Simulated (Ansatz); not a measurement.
Structures of equal composition on the (110) surface of bcc W: a layer of Au in place of the second plane; a layer of Au in place of the third plane. The slabs share one bottom face, and each structure is named by its start. These are constructed structures in small cells; real faces may alloy, dewet or reconstruct in larger ones, and not all known structures of the face are among them. Slabs of about 11 Å, Fermi-Dirac smearing of 0.1 eV. Bottom of the slabs: a bare face, its two planes held. Relaxed from the named starts with such symmetry as they have, on meshes of like density; energies extrapolated to zero smearing; spin only where a row says so; no spin-orbit coupling, no U. Brackets mark spin-polarised runs, whose order is one that fits the cell.

These are PBE (plane waves to 420 eV, PAW; Ansatz, a program for electronic structure) values and carry that method's errors.

Problem. Put the candidates in order of energy per 1x1 cell, lowest first, for PBE.

Solution. a layer of Au in place of the third plane (0.000 eV), a layer of Au in place of the second plane (0.235 eV)
